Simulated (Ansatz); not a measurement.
Phonon-limited resistivity of TaCo3 (P6_3/mmc) against temperature in μΩ·cm, PBEsol, DFPT electron-phonon coupling, linearised Boltzmann equation (Ansatz, a quantum-chemistry and plane-wave program), harmonic crystal at a fixed cell. x, y and z are the axes of this cell:
```
Co3Ta
1.0
    5.10076     0.00000     0.00000
   -2.55038     4.41739     0.00000
    0.00000     0.00000     4.09909
Ta Co
2 6
Cartesian
  2.55038   1.47246   3.07432
  0.00000   2.94493   1.02477
  0.00000   1.39554   3.07432
  2.55038   3.02186   1.02477
  3.89219   0.69777   1.02477
 -1.34181   3.71962   3.07432
  1.34181   3.71962   3.07432
  1.20857   0.69777   1.02477
```

| T | ρ (x, y) | ρ (z) |
|---|---|---|
| 50 K | 0.25 | 0.130 |
| 77 K | 1.02 | … |
| 100 K | 2.1 | … |
| 150 K | 4.9 | 3.3 |
| 200 K | 7.8 | 5.4 |
| 250 K | 10.6 | 7.4 |
| 273 K | 11.9 | 8.3 |
| 300 K | 13.4 | 9.4 |
| 350 K | 16.1 | 11.3 |
| 400 K | 18.9 | 13.2 |
| 500 K | 24 | 17.0 |
| 600 K | 30 | 21 |
| 800 K | 42 | 29 |

Problem. Fill in the missing entries.

Solution. 
- 77 K, ρ (z): 0.62
- 100 K, ρ (z): 1.33

A metal at this level (no band gap). Only scattering by harmonic phonons is included (no impurities, grain boundaries, electron-electron scattering or thermal expansion). Spin-orbit coupling is left out, which matters with elements this heavy. Halving the electron mesh (20x20x20) moves the resistivity by up to 6 %. Smearing 0.20 eV; phonons on a 3x3x4 q mesh, which this run doesn't test and which matters most at low temperature.

Computed structure with no diffraction record at hand here (it may be known, metastable or hypothetical): TaCo3 (P6_3/mmc). Treated as nonmagnetic (a ferromagnetic start lost its moment, other orders weren't tried): TaCo3 (P6_3/mmc).
